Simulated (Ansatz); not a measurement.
Base system: WC (space group P-6m2, No. 187; a = 2.922 Å, c = 2.847 Å).

Levels (all Ansatz, an electronic-structure program, PAW): PBE (420 eV, no spin-orbit coupling); r2SCAN (500 eV, no SOC).

The geometry is relaxed with PBE.

```
Quantity        Value
------------  -------
PBE pressure  0.0 GPa
```

**Question.** What does r2SCAN give at this geometry for the pressure?

**Answer.** The pressure goes from zero to -4.2 GPa.

Single points use the geometry relaxed with PBE. Their cutoffs differ, which shifts pressures a little. No phonon test of stability was made. All final runs are without spin polarisation.
